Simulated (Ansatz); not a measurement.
Structures of equal composition on the (100) surface of rock-salt TiC: Ru on all Ti sites of the second plane; Ru on all Ti sites of the top plane. The slabs share one bottom face, and each structure is named by its start. These are constructed structures in small cells; real faces may alloy, dewet or reconstruct in larger ones, and not all known structures of the face are among them. Slabs of about 13 Å, Fermi-Dirac smearing of 0.1 eV. Bottom of the slabs: a bare face, its two planes held. Relaxed from the named starts with such symmetry as they have, on meshes of like density; energies extrapolated to zero smearing; spin only where a row says so; no spin-orbit coupling, no U. Brackets mark spin-polarised runs, whose order is one that fits the cell.

The numbers are results of PBE (plane waves to 420 eV, PAW; Ansatz, an electronic-structure program), not measurements.

Problem. Rank these by energy per 1x1 cell (lowest first), as PBE gives it.

Solution. Ru on all Ti sites of the top plane (0.000 eV), Ru on all Ti sites of the second plane (0.401 eV)
